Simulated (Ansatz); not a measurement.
SmPt (Pnma, No. 62; cell taken from a computed entry), treated with r²SCAN (Ansatz, a quantum-chemistry and plane-wave program, PAW).

Run with plane-wave cutoff 500 eV, 8×12×10 k mesh (along the axes of the cell as run), Fermi–Dirac smearing 0.1 eV, spin-polarised start, scalar-relativistic PAW data made under PBE.

Computed at the level's own relaxed cell.

Problem. Estimate the volume per atom that the calculation returns.

Solution. 
volume per atom: 24.06 Å³/atom

Note: the magnetic order was assumed, not searched for or taken from measurement; the relaxation could not lower the start's symmetry, so the cell can be a saddle point above a distorted one; the 4f shell is treated without U or exact exchange, so its levels and filling can be wrong.

Spin–orbit coupling is not included.

The computed numbers hold no vibrational or temperature effects.

Cost on a shared machine: roughly 9 core-hours.
